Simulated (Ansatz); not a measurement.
Ansatz (a program for electronic structure), DFT, PBE, plane waves, its default PAW files: Al(100) slab of 6 layers, 2x2, C adatom, atoms displaced (Al24C), unrelaxed, 25 atoms. Basis and mesh were picked for this test and aren't claimed converged.

- cell: 5.73, 5.73, 31.73 Å; 90, 90, 90°
- distance to the nearest atom: 2.04 to 2.83 Å
- task: single point
- k mesh: 4×4×1
- hamiltonian.xc: pbe
- kind of files: paw
- scf.occupations.method: fermi_dirac
- scf.occupations.width: 0.2 eV
- scf.initial_density.chi_scale: 0.1
- output.forces: true
- binding of workers (--pin): off
- k-point pools (--kpoint-pools): 1
- memory maximum (--max-ram): 8GiB
- accuracy: medium (default)
- basis.precision: auto (default)
- basis.xc_grid: 2 (default)
- scf.eigensolver.kind: auto (default)
- scf.convergence.dr2_threshold: 1e-07 (default)
- scf.lower_state_search: light (default)
- k-points after symmetry: 10
- bands at the start: 69
- electrons: 76
- plane waves at Γ: 20447
- cutoff (eV): 420
- FFT grid: 40×40×216
- symmetry operations: 1

Settings of this run: scf.mixing.algorithm = auto, scf.mixing.preconditioner = kerker_dos; 4 threads.

| iteration | dr2 (eV) | Hψ |
|---|---|---|
| 1 | 1.03e3 | 4736 |
| 2 | 1.62e2 | 3850 |
| 3 | 3.08e1 | 2374 |
| 4 | 4.19e0 | 1133 |
| 5 | 6.68e0 | 801 |
| 6 | 2.35e0 | 733 |
| 7 | 1.75e0 | 758 |
| 8 | 5.62e-1 | 722 |
| 9 | 3.33e-1 | 708 |
| 10 | 6.38e-1 | 728 |
| 11 | 3.34e-1 | 692 |
| 12 | 1.87e-1 | 702 |
| 13 | 7.71e-2 | 718 |
| 14 | 2.22e-1 | 841 |
| … | … | … |
| 22 | 4.80e-3 | 698 |
| 23 | 4.10e-3 | 721 |
| 24 | 1.52e-3 | 784 |
| 25 | 9.88e-4 | 846 |
| 26 | 5.94e-4 | 807 |
| 27 | 1.69e-4 | 739 |
| 28 | 1.77e-4 | 1015 |
| 29 | 1.13e-4 | 860 |
| … | … | … |
| 36 | 3.52e-5 | 861 |
| 37 | 1.65e-5 | 760 |
| 38 | 5.93e-6 | 690 |
| 39 | 1.10e-5 | 791 |
| 40 | 1.53e-6 | 905 |
| 41 | 1.04e-6 | 833 |
| 42 | 2.38e-7 | 809 |
| 43 | 6.71e-8 | 2551 |

It converged after 43 SCF iterations (all cycles of the run, searches included).

Q: Which change of one setting makes this cycle converge in far fewer steps?

A: This is not unique; one that fits is scf.mixing.preconditioner = auto (default) (17 SCF iterations (all cycles of the run, searches included)) or scf.mixing.preconditioner = local_kerker (17 SCF iterations (all cycles of the run, searches included)) or scf.mixing.preconditioner = ldos (17 SCF iterations (all cycles of the run, searches included)), all else kept. The other changes of this size gave: scf.mixing.preconditioner = none (22); scf.mixing.preconditioner = kerker (40). With more settings changed, the fewest of all runs of this system: scf.mixing.algorithm = broyden, scf.mixing.preconditioner = auto (default) (10). The first change moves the result by: energy under 0.001 meV/atom, forces (largest component) 0.091 meV/Å. Counts are of single runs.

Keys are those of Ansatz 0.2.
